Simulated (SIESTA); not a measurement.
# A self-consistent single point of YZn5 (P6/mmm, 6 atoms in the cell) with SIESTA

Method of the run: LDA PW92, numerical atomic orbitals DZP, PseudoDojo LDA standard norm-conserving potentials (rewritten from UPF to PSML) in SIESTA.

The input file:

```
# files in the folder: Y.psml Zn.psml (PseudoDojo LDA standard)
SystemName  YZn5
SystemLabel siesta

NumberOfAtoms                6
NumberOfSpecies              2
%block ChemicalSpeciesLabel
  1 39 Y
  2 30 Zn
%endblock ChemicalSpeciesLabel
LatticeConstant              5.333736 Ang
%block LatticeVectors
     1.000000000    0.000000000    0.000000000
    -0.500000000    0.866025615    0.000000000
     0.000000000    0.000000000    0.795442257
%endblock LatticeVectors
AtomicCoordinatesFormat      ScaledCartesian
%block AtomicCoordinatesAndAtomicSpecies
     0.000000000    0.000000000    0.000000000  1
    -0.250000000    0.433012808    0.397721128  2
     0.500000000    0.000000000    0.397721128  2
     0.250000000    0.433012808    0.397721128  2
    -0.000000500    0.577350699    0.000000000  2
     0.500000500    0.288674916    0.000000000  2
%endblock AtomicCoordinatesAndAtomicSpecies

XC.functional                LDA
XC.authors                   PW92
PAO.BasisSize                DZP
PAO.EnergyShift              0.01 Ry
MeshCutoff                   400 Ry
%block kgrid.MonkhorstPack
    6   0   0  0.0
    0   6   0  0.0
    0   0   6  0.0
%endblock kgrid.MonkhorstPack
OccupationFunction           FD
ElectronicTemperature        0.136 eV

MaxSCFIterations             150
SCF.Mixer.Method             Broyden
SCF.Mixer.Weight             0.25
SCF.Mixer.History            8
SCF.DM.Tolerance             1.0E-05
Diag.ParallelOverK           true
WriteForces                  true
```

Output (repeated stretches shortened):

```
reinit: Reading from file input.fdf

reinit: System Name: YZn5
reinit: System Label: siesta

coor:   Atomic-coordinates input format  =     Cartesian coordinates
coor:                                          (in units of alat)

siesta: Atomic coordinates (Bohr) and species
siesta:      0.00000   0.00000   0.00000  1        1
siesta:     -2.51983   4.36447   4.00875  2        2
siesta:      5.03965   0.00000   4.00875  2        3
siesta:      2.51983   4.36447   4.00875  2        4
siesta:     -0.00001   5.81929   0.00000  2        5
siesta:      5.03966   2.90964   0.00000  2        6

siesta: System type = bulk

initatomlists: Number of atoms, orbitals, and projectors:      6   114   108

siesta: ******************** Simulation parameters ****************************
redata: Spin configuration                          = none
redata: Time-Reversal Symmetry                      = T
redata: Number of Atomic Species                    =        2
redata: Mesh Cutoff                                 =   400.0000 Ry
redata: Net charge of the system                    =     0.0000 |e|
redata: Min. number of SCF Iter                     =        0
redata: Max. number of SCF Iter                     =      150
redata: SCF convergence failure will abort job
redata: SCF mix quantity                            = Hamiltonian
redata: Mix DM or H after convergence               =   F
redata: Recompute H after scf cycle                 =   F
redata: Mix DM in first SCF step                    =   T
redata: No kicks to SCF
redata: DM Mixing Weight for Kicks                  =     0.5000
redata: Require Harris convergence for SCF          =   F
redata: Harris energy tolerance for SCF             =     0.000100 eV
redata: Require DM convergence for SCF              =   T
redata: DM tolerance for SCF                        =     0.000010
redata: Require EDM convergence for SCF             =   F
redata: EDM tolerance for SCF                       =     0.001000 eV
redata: Require H convergence for SCF               =   T
redata: Hamiltonian tolerance for SCF               =     0.001000 eV
redata: Require (free) Energy convergence for SCF   =   F
redata: (free) Energy tolerance for SCF             =     0.000100 eV
redata: Using DFT-D3 dispersion                     =   F
redata: Using Saved Data (generic)                  =   F
redata: Method of Calculation                       = Diagonalization
redata: Electronic Temperature                      =  1578.2145 K
redata: Number of TDED substeps                     =        3
redata: Dynamics option                             = Single-point calculation
redata: Save all siesta data in one NC              =   F
redata: ***********************************************************************

%block SCF.Mixers
  Broyden
%endblock SCF.Mixers

%block SCF.Mixer.Broyden
  # Mixing method
  method broyden

  # Mixing options
  weight 0.2500
  weight.linear 0.2500
  weight.prime 0.2500
  history 8
%endblock SCF.Mixer.Broyden

DM_history_depth set to one: no extrapolation allowed by default for geometry relaxation
Size of DM history Fstack: 1
Total number of electrons:   111.000000
Total ionic charge:   111.000000

* ProcessorY, Blocksize:    1  64

* Orbital distribution balance (max,min):   114   114

k-point displ. along   1 input, could be:     0.00    0.50
k-point displ. along   2 input, could be:     0.00    0.50
k-point displ. along   3 input, could be:     0.00    0.50
 Kpoints in:          144 . Kpoints trimmed:          132

siesta: k-grid: Number of k-points = 132
siesta: k-points from Monkhorst-Pack grid
siesta: k-cutoff (effective) =    12.728 Ang
siesta: k-point supercell and displacements
siesta: k-grid:     6     0     0      0.000
siesta: k-grid:     0     6     0      0.000
siesta: k-grid:     0     0     6      0.000

diag: Algorithm                                     = D&C
diag: Parallel over k                               =   F
diag: Use parallel 2D distribution                  =   F
diag: Parallel block-size                           = 64
diag: Parallel distribution                         =     1 x     1
diag: Used triangular part                          = Lower
diag: Absolute tolerance                            =  0.100E-15
diag: Orthogonalization factor                      =  0.100E-05
diag: Memory factor                                 =  1.0000

superc: Internal auxiliary supercell:     5 x     5 x     5  =     125
superc: Number of atoms, orbitals, and projectors:    750  14250  13500

                        Single-point calculation

superc: Internal auxiliary supercell:     5 x     5 x     5  =     125
superc: Number of atoms, orbitals, and projectors:    750  14250  13500

outcell: Unit cell vectors (Ang):
        5.333736    0.000000    0.000000
       -2.666868    4.619152    0.000000
        0.000000    0.000000    4.242679

outcell: Cell vector modules (Ang)   :    5.333736    5.333737    4.242679
outcell: Cell angles (23,13,12) (deg):     90.0000     90.0000    120.0000
outcell: Cell volume (Ang**3)        :    104.5283
new_DM -- step:     1
Initializing Density Matrix...

Attempting to read DM from file... Failed...
DM filled with atomic data:

InitMesh: MESH = 60 x 60 x 54 = 194400
InitMesh: Mesh cutoff (required, used) =   400.000   447.723 Ry

stepf: Fermi-Dirac step function

        iscf     Eharris(eV)        E_KS(eV)     FreeEng(eV)     dDmax    Ef(eV) dHmax(eV)
   scf:    1   -29052.056349   -29367.816020   -29368.279354  2.988160  0.000430 41.733271
   scf:    2   -29543.879889   -29523.861830   -29523.932246  2.396184 -0.784736 11.736722
   scf:    3   -29528.674745   -29526.510646   -29526.598680  0.356440 -0.911809  6.154427
   scf:    4   -29526.664292   -29527.262477   -29527.407374  0.384866 -1.316442  1.972420
   scf:    5   -29527.509295   -29527.526979   -29527.645027  0.148638 -1.210450  0.954239
   scf:    6   -29527.390929   -29527.495856   -29527.628137  0.073309 -1.343040  0.998806
   [... 3 lines left out ...]
   scf:   10   -29527.543022   -29527.543125   -29527.666839  0.000680 -1.306006  0.008359
   scf:   11   -29527.543202   -29527.543163   -29527.666841  0.000191 -1.305908  0.002984
   scf:   12   -29527.543201   -29527.543182   -29527.666841  0.000104 -1.305839  0.000439
   scf:   13   -29527.543182   -29527.543182   -29527.666841  0.000011 -1.305852  0.000253
   scf:   14   -29527.543181   -29527.543181   -29527.666841  0.000007 -1.305861  0.000167

SCF Convergence by DM+H criterion
max |DM_out - DM_in|         :     0.0000065076
max |H_out - H_in|      (eV) :     0.0001671743
SCF cycle converged after 14 iterations

Using DM_out to compute the final energy and forces

siesta: E_KS(eV) =           -29527.5432

siesta: E_KS - E_eggbox =    -29527.5432

siesta: Atomic forces (eV/Ang):
     1    0.000000   -0.000000   -0.000000
     2   -0.000000    0.000000   -0.000000
     3   -0.000000   -0.000000   -0.000001
     4    0.000000    0.000000   -0.000000
     5    0.000087   -0.000052   -0.000000
     6   -0.000087    0.000052   -0.000000
   Tot    0.000000    0.000000   -0.000002
   Max    0.000087
   Res    0.000034    sqrt( Sum f_i^2 / 3N )
   Max    0.000087    constrained

Stress tensor Voigt[x,y,z,yz,xz,xy] (kbar):      165.71      165.71      168.46        0.00        0.00        0.00
(Free)E + p*V (eV/cell)   -29538.5377
Target enthalpy (eV/cell)   -29527.6668

siesta: Program's energy decomposition (eV):
siesta: Ebs     =     -4487.644425
siesta: Eions   =     34232.414130
siesta: Ena     =      1301.019634
siesta: Ekin    =     12835.918170
siesta: Enl     =     -6415.093599
siesta: Eso     =         0.000000
siesta: Edftu   =         0.000000
siesta: DEna    =       192.576681
siesta: DUscf   =        16.473494
siesta: DUext   =         0.000000
siesta: Ex      =     -2980.641273
siesta: Ec      =      -245.382158
siesta: Exc     =     -3226.023432
siesta: Eharris =    -29527.543181
siesta: Etot    =    -29527.543181
siesta: FreeEng =    -29527.666841

siesta: Stress tensor (static) (eV/Ang**3):
siesta:     0.103427    0.000000    0.000000
siesta:     0.000000    0.103428    0.000000
siesta:     0.000000    0.000000    0.105142

siesta: Cell volume =        104.528314 Ang**3

siesta: Pressure (static):
siesta:                Solid            Molecule  Units
siesta:          -0.00113269         -0.00113268  Ry/Bohr**3
siesta:          -0.10399893         -0.10399793  eV/Ang**3
siesta:        -166.62465780       -166.62305880  kBar
```

The run converged in 14 iterations.

The starting cell comes from a database of computed structures (which also holds hypothetical and non-ambient phases and stackings), without a prior relaxation at this level. Its lattice was rescaled by a random factor within 2.5 % of one. Values carry the incompleteness of an atom-centred basis. With a pressure of about -17 GPa the cell is away from its equilibrium volume at this level.

Cost on one core of a shared machine: roughly 70 s.
